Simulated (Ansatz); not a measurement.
By PBEsol, the system below comes out a metal.

Without scattering a metal conducts by its projected Fermi surface.

Given:

```xyz
8
Lattice="3.3877 0.0000 0.0000 0.0000 5.2444 0.0000 0.0000 0.0000 5.6812" Properties=species:S:1:pos:R:3 pbc="T T T"
Si     0.8469     4.3061     3.3083
Si     2.5408     0.9383     2.3729
Si     2.5408     3.5605     0.4677
Si     0.8469     1.6839     5.2135
Ni     2.5408     2.6639     3.9116
Ni     0.8469     2.5805     1.7696
Ni     0.8469     5.2027     1.0710
Ni     2.5408     0.0417     4.6102
```

Space group of this cell: Pnma. The cell is strained (all lengths scaled by 1.02); by PBEsol its mean pressure is -10.8 GPa.

The current flows along the normal of the first two printed cell vectors. No spin-orbit coupling; the value is a mean over 0.1 eV about the Fermi level.

Problem. Compute, with PBEsol (Ansatz, an electronic-structure program), the ballistic conductance per area.

Solution. 0.50 × 10¹⁵ S/m² for both spins.
